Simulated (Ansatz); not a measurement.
**(Au,Pd): Au7Pd**

A 16-atom cell of (Au,Pd) started in the face-centred cubic structure, site fractions Au 0.875, Pd 0.125, short-range order -0.05 among the nearest mixed sites of the first mixed sublattice (0 is random, a negative value favours unlike neighbours), space group Fmmm at the end, an ordered arrangement that its symmetry holds.

Level of theory: r2SCAN (plane waves to 500 eV, PAW; Ansatz, a first-principles code). Spin–orbit coupling is left out. Its k-point mesh 6×6×6, Fermi–Dirac width 0.05 eV.

The volume per atom is 17.18 Å³. The Au–Au bonds (within 1.22 times the sum of covalent radii) is 2.903 Å on average, from 2.866 to 2.966 (73) and the Au–Pd bonds (within 1.22 times the sum of covalent radii) is 2.875 Å on average, from 2.855 to 2.908 (22). The Pd–Pd bonds (within 1.22 times the sum of covalent radii) comes out as 2.934 Å on average, from 2.934 to 2.934 (1).

```
CELL_PARAMETERS angstrom
      4.03600     4.12375     4.12375
      4.03600    -4.12946     4.12946
      4.03600    -4.12375    -4.12375
ATOMIC_POSITIONS crystal
  Au 0.00056 0.75000 0.74944
  Au 0.25130 0.99740 0.75130
  Au 0.99870 0.50260 0.49870
  Au 0.49903 0.25210 0.74887
  Pd 0.24922 0.75000 0.50078
  Au 0.74368 0.50384 0.74368
  Au 0.00113 0.24790 0.25097
  Au 0.49752 0.99616 0.49752
  Au 0.25248 0.50384 0.25248
  Au 0.74887 0.25210 0.49903
  Pd 0.50078 0.75000 0.24922
  Au 0.00632 0.99616 0.00632
  Au 0.25097 0.24790 0.00113
  Au 0.75130 0.99740 0.25130
  Au 0.49870 0.50260 0.99870
  Au 0.74944 0.75000 0.00056
```
